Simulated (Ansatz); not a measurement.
## Convergence study of the k-point mesh at a smearing width of 0.02 eV for WC (P3m1, 2 atoms in the cell)

```
CELL_PARAMETERS angstrom
      1.46227    -2.53274     0.00000
      1.46227     2.53274     0.00000
      0.00000     0.00000     2.85420
ATOMIC_POSITIONS crystal
  W  0.00000 0.00000 0.01752
  C  0.33333 0.66667 0.50000
```

Method of the run: LDA (PW92), PAW files made with PBE (plane waves; Ansatz, an electronic-structure program).

Base settings: basis.ecutwfc = 420 eV; kpoints.mp_grid.grid = 13 13 12; hamiltonian.xc = lda; hamiltonian.pseudopotentials = {kind: paw} (the program's default PAW files); scf.occupations.method = gaussian; scf.occupations.width = 0.1 eV.

In this ladder: scf.occupations.width = 0.02 eV.

Only quantities that move along the ladder and can be compared are tabulated.

The count of work is k-points × plane waves × bands × iterations; it is no time. 

The starting cell has typed, rounded lattice constants, without a prior relaxation at this level. Its lattice was rescaled by up to half a per cent. One atom was moved a little off its site on purpose. Spin polarisation is off. In the base run, with a pressure of about -16 GPa the cell is away from its equilibrium volume at this level. Ansatz's pressure includes its estimate of the finite-basis (Pulay) stress.

| kpoints.mp_grid.grid | free energy less the last step's (meV/atom) | pressure (GPa) | largest difference of a force vector from the last step's (eV/Å) | count of work / last |
|---|---|---|---|---|
| 5 5 4 | 22.64 | -15.45 | 0.152 | 0.0071 |
| 6 6 5 | 3.99 | -15.71 | 0.031 | 0.011 |
| 7 7 6 | 5.05 | -15.65 | 0.009 | 0.017 |
| 8 8 7 | -1.73 | -16.12 | 0.016 | 0.023 |
| 10 10 9 | -1.74 | -16.01 | 0.005 | 0.043 |
| 12 12 10 | -0.59 | -15.96 | 0.010 | 0.068 |
| 14 14 13 | 0.18 | -15.98 | 0.014 | 0.11 |
| 17 17 15 | -0.19 | -16.08 | 0.001 | 0.18 |
| 21 21 18 | 0.32 | -16.05 | 0.000 | 0.33 |
| 25 25 22 | 0.14 | -16.01 | 0.003 | 0.55 |
| 31 31 27 | 0.00 | -16.03 | 0.000 | 1.0 |

Coarsest kpoints.mp_grid.grid that holds the forces within 0.02 eV/Å of the last step, with all finer ones: 7 7 6, at 0.017 of the last step's count of work; the step before is off by 0.031 eV/Å.

Coarsest kpoints.mp_grid.grid that holds the pressure within 0.1 GPa of the last step, with all finer ones: 8 8 7, at 0.023 of the last step's count of work; the step before is off by 0.38 GPa.

Coarsest kpoints.mp_grid.grid that holds the free energy within 2 meV/atom of the last step, with all finer ones: 8 8 7, at 0.023 of the last step's count of work; the step before is off by 5.1 meV/atom.

Keys are those of Ansatz 0.2.
